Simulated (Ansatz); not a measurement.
The parent structure is MoS2 in the 3R-MoS2 type structure (space group R3m, No. 160; layered, stacked along the Cartesian z axis).

```
MoS2
1.0
    1.58761     0.91661     6.19494
   -1.58761     0.91661     6.19494
    0.00000    -1.83321     6.19494
Mo S
1 2
Direct
  0.00000   0.00000   0.00000
  0.75030   0.75030   0.75030
  0.58300   0.58300   0.58300
```

Cartesian axes are those of the cell as printed.

Computed with plane-wave PAW DFT at the r2SCAN+rVV10 level (Ansatz, a first-principles code, 500 eV), no spin-orbit coupling.

One thing is altered: uniaxial strain ε_xx = −5.94 %, all other strain components held at zero; the atoms relax in the strained cell.

Task: Predict the stress tensor and what it implies for the stiffness.

Result: Stress of the strained cell less that of the base (GPa, compression positive):
```
  17.48    0.00    0.00
   0.00    3.73    0.28
   0.00    0.28    0.94
```

Then −Δσ_ii/ε with ε = -0.0594 gives secant stiffness values (nonlinear terms included at this strain): C11 ≈ 294 GPa, C12 ≈ 63 GPa and C13 ≈ 16 GPa.

As a check, the harmonic strain energy −½ V₀ Δσ:ε is 58 meV/atom; the computed energy rise is 54 meV/atom.

No phonon test of stability was made.
